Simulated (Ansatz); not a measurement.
**What uniaxial stress, 5 GPa tension along x does to Au**

Start from Au in the fcc (Cu type) structure (space group Fm-3m, No. 225; a = 4.125 Å; relaxed with 0.1 eV smearing). Axes: x, y, z lie along the cube axes.

It is then changed as follows: uniaxial stress, 5 GPa tension along x; all other stress components relax to zero.

The values are results of Ansatz (a program for electronic structure), r2SCAN, PAW, cutoff 500 eV, no SOC, not measurements. Settings: 27×27×27 k-points, 0.1 eV Fermi–Dirac smearing.

- Volume per atom = 17.87 Å³ (base 17.54 Å³)
- Space group = I4/mmm (No. 139) (base Fm-3m (No. 225))
- Shortest interatomic distance = 2.808 Å (base 2.916 Å)
- Energy relative to the base (free energy F) = +22 meV/atom
- Band gap = zero (base zero)
- Strain response (xx, yy, zz) = (+9.90, −3.72, −3.72) %

Final structure:

```yaml
crystal:
  lattice:
    - [0.00000, 1.98561, 1.98561]
    - [2.26648, 0.00000, 1.98561]
    - [2.26648, 1.98561, 0.00000]
  atoms:
    - { symbol: Au, position: [0.00000, 0.00000, 0.00000] }
```

Beyond what the load breaks, stability against distortions was not tested.
